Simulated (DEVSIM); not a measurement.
Device: abrupt Si n-p junction, at 350 K.

Layer 1 from the left is Si, thickness (μm) 15.0, Nd (cm⁻³) 2.3e17, τn (s) 2e-6, τp (s) 2e-6. Layer 2 from the left is Si, thickness (μm) 45.0, Na (cm⁻³) 4.1e16, τn (s) 2e-6, τp (s) 2e-6.

Left contact: ohmic. Right contact: ohmic. Voltage is applied to the left contact. Recombination: SRH at mid-gap, radiative. Mobility is μmin + (μ − μmin)/(1 + (N/Nref)^α).

Constants are typed, rounded textbook-type inputs, not results; the design itself was drawn at random and stands for no fabricated device. Values at 300 K; Nc and Nv go as T^1.5, mobilities as T to minus their exponent, the gap by Varshni's rule with the affinity fixed.

Si: gap (eV) 1.124, affinity (eV) 4.05, permittivity 11.7, Nc (cm⁻³) 2.86e19, Nv (cm⁻³) 3.1e19, μn (cm²/Vs) 1417, μp (cm²/Vs) 470, μn,min 52, μp,min 45, Nref,n 9.7e16, Nref,p 2.2e17, αn 0.68, αp 0.72, T exponent of μn 2.3, T exponent of μp 2.2, B (cm³/s) 4.7e-15, Varshni α (eV/K) 0.000473, Varshni β (K) 636.

Problem. Estimate by hand the built-in potential, the peak field at zero bias, the capacitance at 1.5 V, and compare with a numerical solution.

Solution. 
- Built-in potential: ni = √(Nc Nv) exp(−Eg/2kT) = 3.78e11 cm⁻³ with Eg = 1.111 eV; Vbi = kT/q ln(Na Nd/ni²) = 0.751 V; numerical 0.751 V.
- Peak field at zero bias: depletion approximation: W = √(2εVbi/(qN)) = 0.167 μm with N = 3.48e16 cm⁻³; field = 2Vbi/W = 89900 V/cm; numerical 86400 V/cm (estimate above by 4.1 %).
- Capacitance at 1.5 V: C = √(qεN / 2(Vbi + |V|)) = 35.8 nF/cm²; numerical 36.3 nF/cm² (estimate below by 1.4 %).

Model (solved in DEVSIM): 1D drift-diffusion, Boltzmann statistics, complete ionisation; no tunnelling, impact ionisation, image-force lowering or self-heating.
